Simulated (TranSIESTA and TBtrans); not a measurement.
# Ag chain with one bond stretched by 2.0 Å

Junction: Ag chain with one bond stretched by 2.0 Å. Leads: straight Ag chain, spacing 2.517 Å. Geometry: as built, not relaxed.

TranSIESTA and TBtrans, PBE, DZP numerical orbitals (energy shift 0.15 eV), PseudoDojo norm-conserving scalar-relativistic potentials, mesh cutoff 200 Ry, 300 K, no spin polarisation, no spin-orbit coupling; self-consistent non-equilibrium Green functions.

```
Item                               Value
---------------------------------  -----
Conductance at 300 K (G0 = 2e²/h)   0.24
Thermopower (μV/K)                  -2.7
Mean T from −0.5 to 0.5 eV          0.23
```

Energies count from the leads' Fermi level. Transmissions are for one spin of a degenerate pair. The energy step is 0.01 eV; narrower resonances are cut or missed.

```
E (eV)        T  lead channels
------  -------  -------------
-2.00    0.0034              3
-1.80    0.0035              3
-1.60    0.0037              3
-1.40   0.00032              1
-1.20     0.014              1
-1.00     0.038              1
-0.80     0.076              1
-0.60      0.13              1
-0.40      0.18              1
-0.20      0.22              1
0.00       0.24              1
0.20       0.25              1
0.40       0.26              1
0.60       0.27              1
0.80       0.29              1
1.00       0.30              1
1.20       0.32              1
1.40       0.35              1
1.60       0.38              1
1.80       0.42              1
2.00       0.46              1
```

The straight chain is held at its spacing; free chains may zigzag or dimerise. No spin-polarised start was tried, so a magnetic state, if there is one, is missed.
